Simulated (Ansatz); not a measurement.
We consider BN (model structure, started from the MgO type, Pm-3n, No. 223, 12 atoms in the cell), described by LDA (plane waves, PAW; Ansatz, a first-principles code).

Run with plane-wave cutoff 520 eV, 8×8×8 k mesh, Fermi–Dirac smearing 0.01 eV, scalar-relativistic PAW data made under PBE.

Computed at the level's own relaxed cell.

```yaml
crystal:
  lattice:
    - [4.38803, 0.00000, 0.00000]
    - [0.00000, 4.38803, 0.00000]
    - [0.00000, 0.00000, 4.38803]
  atoms:
    - { symbol: B, position: [0.25000, 0.00000, 0.50000] }
    - { symbol: B, position: [0.75000, 0.00000, 0.50000] }
    - { symbol: B, position: [0.50000, 0.75000, 0.00000] }
    - { symbol: B, position: [0.50000, 0.25000, 0.00000] }
    - { symbol: B, position: [0.00000, 0.50000, 0.75000] }
    - { symbol: B, position: [0.00000, 0.50000, 0.25000] }
    - { symbol: N, position: [0.25000, 0.50000, 0.00000] }
    - { symbol: N, position: [0.75000, 0.50000, 0.00000] }
    - { symbol: N, position: [0.00000, 0.75000, 0.50000] }
    - { symbol: N, position: [0.00000, 0.25000, 0.50000] }
    - { symbol: N, position: [0.50000, 0.00000, 0.75000] }
    - { symbol: N, position: [0.50000, 0.00000, 0.25000] }
```

Q: List the 32 lowest band energies at Γ above −25 eV (eV, relative to the valence band maximum), grouping those that round alike.

A: At Γ: -19.73, -17.10 (×2), -14.10 (×3), -10.49 (×2), -10.27, -7.92 (×3), -5.13 (×3), -3.73 (×3), -3.21 (×3), 0.00 (×3), 5.91, 5.96, 6.57 (×3), 6.76 (×3).

Note: the relaxation could raise the start's symmetry but not lower it, so the cell can be a saddle point.

A model structure was made by putting elements into a prototype or built by hand; it is no filed structure, need not be a known phase, and can be a saddle point held by its symmetry.
